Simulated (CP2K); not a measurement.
A working CP2K input for the (001) slab of SiRu3 (cut from a parent of space group no. 225; 8 atoms in the cell) (DFT PBE, GPW, DZVP-MOLOPT-SR-GTH basis, GTH-PBE potentials (GTH_POTENTIALS)):

```
&GLOBAL
  PROJECT bulk
  RUN_TYPE ENERGY_FORCE
  PRINT_LEVEL MEDIUM
&END GLOBAL
&FORCE_EVAL
  METHOD Quickstep
  STRESS_TENSOR ANALYTICAL
  &DFT
    BASIS_SET_FILE_NAME BASIS_MOLOPT
    POTENTIAL_FILE_NAME GTH_POTENTIALS
    &QS
      METHOD GPW
      EPS_DEFAULT 1E-11
    &END QS
    &MGRID
      CUTOFF 500
      REL_CUTOFF 40
      NGRIDS 5
    &END MGRID
    &SCF
      SCF_GUESS ATOMIC
      EPS_SCF 1E-6
      MAX_SCF 100
      ADDED_MOS 17
      &DIAGONALIZATION
        ALGORITHM STANDARD
      &END DIAGONALIZATION
      &MIXING
        METHOD BROYDEN_MIXING
        ALPHA 0.2
        NBUFFER 8
        BETA 1
      &END MIXING
      &SMEAR ON
        METHOD FERMI_DIRAC
        ELECTRONIC_TEMPERATURE [K] 1160.45
      &END SMEAR
    &END SCF
    &KPOINTS
      SCHEME MONKHORST-PACK 4 4 1
      GAMMA_CENTERED T
    &END KPOINTS
    &XC
      &XC_FUNCTIONAL PBE
      &END XC_FUNCTIONAL
    &END XC
    &PRINT
      &MO
        EIGENVALUES T
        OCCUPATION_NUMBERS T
        NDIGITS 8
        FILENAME mo
        &EACH
          QS_SCF 0
        &END EACH
        ADD_LAST NUMERIC
      &END MO
      &MULLIKEN ON
      &END MULLIKEN
    &END PRINT
  &END DFT
  &SUBSYS
    &CELL
      A 4.46039400 0.00000000 0.00000000
      B -4.46039400 4.46039400 0.00000000
      C 0.00000000 0.00000000 14.73100000
      PERIODIC XYZ
    &END CELL
    &COORD
      SCALED
      Ru       1.00000000     0.50000000     0.66058000
      Ru       0.50000000     0.00000000     0.55352700
      Ru       0.50000000     0.50000000     0.55352700
      Ru       0.00000000     0.00000000     0.44647300
      Ru       0.50000000     0.50000000     0.33942000
      Ru       0.50000000     0.00000000     0.33942000
      Si       0.00000000     0.00000000     0.66058000
      Si       1.00000000     0.50000000     0.44647300
    &END COORD
    &KIND Ru
      BASIS_SET DZVP-MOLOPT-SR-GTH-q16
      POTENTIAL GTH-PBE-q16
    &END KIND
    &KIND Si
      BASIS_SET DZVP-MOLOPT-SR-GTH-q4
      POTENTIAL GTH-PBE-q4
    &END KIND
  &END SUBSYS
  &PRINT
    &FORCES ON
    &END FORCES
    &STRESS_TENSOR ON
    &END STRESS_TENSOR
  &END PRINT
&END FORCE_EVAL
```

The run converged in 48 iterations: free energy E − TS -15669.2599 eV; Fermi level (on the code's own zero) 3.30 eV; pressure averaged over the cell with its vacuum -13.28 GPa; largest force (vector length) 2.953 eV/Å. Each of these slips is then made, one at a time:

(1)
```diff
+    CHARGE -2
```

(2)
```diff
-      REL_CUTOFF 40
+      REL_CUTOFF 10
```

(3)
```diff
-        ELECTRONIC_TEMPERATURE [K] 1160.45
+        ELECTRONIC_TEMPERATURE [K] 34813.6
```

Problem. How does each altered input end?

Solution. 
(1) An unintended net charge. The run converged in 41 iterations without an error; against the sound input the largest force goes from 2.953 to 2.334 eV/Å.

(2) A density cutoff or grid that is too coarse. The run converged in 43 iterations without an error; against the sound input the free energy goes down by 270 eV/atom and the largest force goes from 2.953 to 717.6 eV/Å.

(3) A smearing width that is far too large. The run ended unconverged after 100 iterations, with the message: SCF run NOT converged. To continue the calculation regardless, please set the keyword IGNORE_CONVERGENCE_FAILURE. qs_scf.F:702.

The starting cell was generated: these elements placed on a structure prototype, without a prior relaxation; it need not be a known phase or ordering of this composition. The slab is cut from that crystal, and its faces are unrelaxed. Spin polarisation is off. The two faces of this cut differ, and no dipole correction was used. Values carry the incompleteness of an atom-centred basis. In the base run, forces exceed 1 eV/Å. Without a gap this mesh is coarse (it stands for a supercell whose shortest in-plane vector is 18 Å).

Left out of this page: 3 runs of the series outside the window shown, repeating another row's setting, or not comparable.
